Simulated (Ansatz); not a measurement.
System: Re-vacancy pair (Re on one host Cu site, one Cu site vacant) in fcc Cu (neutral cell). Computed with PBE, PAW (plane waves to 420 eV; Ansatz, an electronic-structure program).

Settings: 32 host sites, the relaxed PBE lattice, a 2×2×2 k-point mesh shifted by half a step, smearing 0.10 eV, spin-restricted, no image-charge correction. Static, classical nuclei. Spin-orbit coupling is left out. Forms of the defect that were not tried may lie lower.

Barriers: single points on a 4×4×4 k-point mesh shifted by half a step at the bands' geometries.

The step: Re and the vacancy change places (Re-vacancy distance between ideal sites 2.57 Å throughout). Atoms about the jump, Cartesian Å from the middle of the jump, before and after:

| atom | x0 | y0 | z0 | x1 | y1 | z1 |
|---|---|---|---|---|---|---|
| Re1 | 0.00 | -0.87 | -0.87 | 0.00 | 0.87 | 0.87 |
| Cu2 | 1.82 | -0.88 | 0.93 | 1.82 | -0.93 | 0.88 |
| Cu3 | 1.82 | 0.92 | -0.88 | 1.82 | 0.88 | -0.92 |
| Cu4 | -1.82 | -0.88 | 0.92 | -1.82 | -0.92 | 0.88 |
| Cu5 | -1.82 | 0.92 | -0.88 | -1.82 | 0.88 | -0.92 |
| Cu6 | 0.00 | 0.93 | -2.72 | 0.00 | 0.87 | -2.69 |
| Cu7 | 0.00 | -2.72 | 0.93 | 0.00 | -2.69 | 0.86 |
| Cu8 | 0.00 | -0.86 | 2.69 | 0.00 | -0.93 | 2.72 |
| Cu9 | 0.00 | 2.69 | -0.87 | 0.00 | 2.72 | -0.93 |
| Cu10 | 1.82 | -2.74 | -0.90 | 1.80 | -2.71 | -0.91 |
| Cu11 | 1.80 | 2.70 | 0.91 | 1.82 | 2.74 | 0.90 |
| Cu12 | -1.80 | 0.91 | 2.71 | -1.82 | 0.90 | 2.74 |
| Cu13 | -1.82 | -2.74 | -0.90 | -1.80 | -2.71 | -0.91 |
| Cu14 | 1.80 | 0.91 | 2.71 | 1.82 | 0.90 | 2.74 |
| Cu15 | 1.82 | -0.90 | -2.74 | 1.80 | -0.91 | -2.70 |
| Cu16 | -1.82 | -0.90 | -2.74 | -1.80 | -0.91 | -2.71 |
| Cu17 | -1.80 | 2.71 | 0.91 | -1.82 | 2.74 | 0.90 |
| Cu18 | 0.00 | -2.71 | -2.71 | 0.00 | -2.71 | -2.71 |
| Cu19 | 0.00 | 2.71 | 2.71 | 0.00 | 2.71 | 2.71 |
| Cu20 | -3.63 | 0.92 | 0.91 | -3.63 | 0.90 | 0.90 |
| Cu21 | -3.63 | -0.90 | -0.90 | -3.63 | -0.91 | -0.92 |

Give the saddle-point geometry and the barrier.


```csv
atom,x,y,z
Re1,0.00,0.00,-0.01
Cu2,2.04,-0.97,0.96
Cu3,2.04,0.96,-0.98
Cu4,-2.04,-0.97,0.96
Cu5,-2.04,0.96,-0.98
Cu6,0.00,0.86,-2.63
Cu7,0.00,-2.62,0.85
Cu8,0.00,-0.86,2.61
Cu9,0.00,2.62,-0.87
Cu10,1.73,-2.67,-0.91
Cu11,1.73,2.67,0.89
Cu12,-1.73,0.90,2.66
Cu13,-1.73,-2.67,-0.91
Cu14,1.73,0.90,2.67
Cu15,1.73,-0.90,-2.68
Cu16,-1.73,-0.90,-2.69
Cu17,-1.74,2.67,0.89
Cu18,0.00,-2.72,-2.72
Cu19,0.00,2.71,2.70
Cu20,-3.63,0.96,0.95
Cu21,-3.63,-0.96,-0.97
```
It lies 1.27 eV above the start and 1.27 eV above the end. The saddle point's order was not checked, and it lies on a symmetry element of the cell, where a band can be held.
